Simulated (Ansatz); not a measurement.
Abridged Ansatz (a first-principles code) output:

```
Relaxation: its limit of steps is 50 (relax.max_steps)
Pseudopotential: Sn, paw, valence charge 14
Crystal: 2 atoms, lattice volume = 72.377 Å³
Basis set: ecut = 500 eV, 1851 PW (Γ), exchange–correlation on 144×144×144 points (64 copies of the dense FFT grid, shifted against one another)
Bands: 18, of which v1, the nominal top of the filled ones, is band 14 counted from 1 (13 counted from 0)
Symmetry: 16 space group operations
k-points: 163 of 1728
Functional: x = r2scan, c = r2scan; τ floored in thin density (d = 2e-4 eV/Å³)
SCF iter   1: F=—  HF=-12077.266988 eV  |F-HF|=—  |Δ(HF+E_count)|=         —  Δρ=4.89e-3  dr2=7.44e-3  dr2_τ=4.05e-3  ethr=1.77e-3  ⟨swp⟩=6.0  Hψ=15832  notcnv=0
SCF iter   2: F=—  HF=-12077.273496 eV  |F-HF|=—  |Δ(HF+E_count)|=   6.51e-3  Δρ=2.38e-3  dr2=2.13e-3  dr2_τ=3.07e-5  ethr=2.66e-5  ⟨swp⟩=2.5  Hψ=7074  notcnv=0
SCF 1 converged in 7 iterations: F = -12077.273496 eV  dr2 = 1.31e-8
relax step   1: F+E_penalty+E_count = -12077.27349625 eV  Δ(F+E_penalty+E_count) = +0.000e0 eV  max|allowed force component| = 3.469e-18 eV/Å  Δτ_max = 0.0000 Å  P = -0.900 GPa  Ω = 72.377 Å³  fix = [a, b, gamma]  reactions: a -1.150, b -1.150 GPa  (7 SCF iters, dr2 threshold 1.00e-7 eV, accepted)
[... steps on the carried basis left out ...]
relax step   3: F+E_penalty+E_count = -12077.27409554 eV  Δ(F+E_penalty+E_count) = -5.112e-6 eV  max|allowed force component| = 1.735e-18 eV/Å  Δτ_max = 0.0000 Å  P = -0.645 GPa  Ω = 71.903 Å³  energy of the carried Pulay correction = +7.843e-6 eV  fix = [a, b, gamma]  reactions: a -0.967, b -0.967 GPa  (5 SCF iters, dr2 threshold 3.98e-9 eV, accepted)
Crystal: 2 atoms, lattice volume = 71.903 Å³
SCF iter   1: F=—  HF=-12077.274088 eV  |F-HF|=—  |Δ(HF+E_count)|=         —  Δρ=2.82e-6  dr2=4.13e-9  dr2_τ=1.54e-9  ethr=2.91e-7  ⟨swp⟩=2.7  Hψ=22568  notcnv=0
SCF iter   2: F=—  HF=-12077.274089 eV  |F-HF|=—  |Δ(HF+E_count)|=   1.06e-6  Δρ=2.17e-6  dr2=2.03e-9  dr2_τ=1.64e-10  ethr=1.47e-11  ⟨swp⟩=3.7  Hψ=7682  notcnv=0
SCF 4 converged in 6 iterations: F = -12077.274089 eV  dr2 = 5.77e-13
SCF converged after 6 iterations
Free energy (F): -12077.274089 eV
Internal energy: -12077.273097 eV  (E = F + TS)
E sigma→0 (E₀):  -12077.273593 eV
Entropy (-TS):   -0.000992 eV (-0.496 meV/atom)
Fermi energy:    7.121466 eV
--- Forces (eV/Å), atoms counted from 1 ---
  atom   1  Sn     0.00000000     0.00000000     0.00000000
  atom   2  Sn     0.00000000     0.00000000     0.00000000
--- Stress (GPa, compression-positive) ---
       -0.967288       0.000000       0.000000
        0.000000      -0.967288       0.000000
        0.000000       0.000000      -0.000651
  P = ⅓ Tr σ = -0.6451 GPa (-6.451 kbar)
--- Relaxed structure (3 steps of the walk, 3 accepted, 1 SCFs on fresh bases) ---
  cell:  # Å, volume = 71.9025 Å³
    - [4.7128461526, -5.549747724762245e-112, -5.853367610928526e-34]
    - [-5.549747724762245e-112, 4.7128461526, -4.628244157478369e-34]
    - [2.3564230763, -2.3564230763, 3.2372611455333606]
  atoms:
    - { symbol: Sn, position: [-1.3978917838165192e-35, 1.8469611876276e-36, 3.6939223752552e-36] }
    - { symbol: Sn, position: [0.75, 0.75, 0.5] }
```

Task: What was computed, and what are the main results?

Result: Sn, 2 atoms in the cell, with r2SCAN in Ansatz (plane waves to 500 eV, PAW, spin-orbit coupling left out). The last SCF converged to F = -12077.274089 eV, or -6038.6370 eV per atom, at a pressure of -0.65 GPa. The total energy compares only with runs of the same code, potentials and settings.

The cells carry an imposed strain or load. Stability against distortions was not tested. The cell was made from Sn in the diamond structure (space group Fd-3m, No. 227) by this change: biaxial strain +1.50 %, plane normal [001], relaxed out of plane.

Keys are those of Ansatz 0.2.
